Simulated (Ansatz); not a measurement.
Consider SiSe$_{2}$ (space group Ibam, No. 72; a = 6.2991 Å, b = 9.3068 Å, c = 5.8559 Å; made of chains).

Levels (all Ansatz, a quantum-chemistry and plane-wave program, PAW, earlier PAW set): PBEsol (420 eV, without spin-orbit coupling); PBEsol+SOC (420 eV, spin-orbit coupling included).

The geometry is relaxed with PBEsol.

| Quantity | Result |
|---|---|
| PBEsol width of the top valence band | 0.77 eV |
| PBEsol electron mass | 0.62 mₑ along a, 0.44 mₑ along b, 1.3 mₑ along c (at X) |
| PBEsol smallest direct gap | 1.72 eV |
| PBEsol band gap | 1.66 eV |

With PBEsol+SOC at the same geometry, the width of the top valence band drops by 0.041 eV, from 0.77 eV to 0.72 eV; the electron mass becomes 0.63 mₑ along a, 0.44 mₑ along b, 1.3 mₑ along c (at X) (PBEsol: 0.62 mₑ along a, 0.44 mₑ along b, 1.3 mₑ along c (at X)); the smallest direct gap remains 1.72 eV; the band gap stays 1.66 eV.

Single points use the geometry relaxed with PBEsol. The spin-orbit shifts are approximate. Masses are band curvatures over ±0.01 Å⁻¹ around the edge. No phonon test of stability was made. No dispersion term is included in the PBEsol runs.
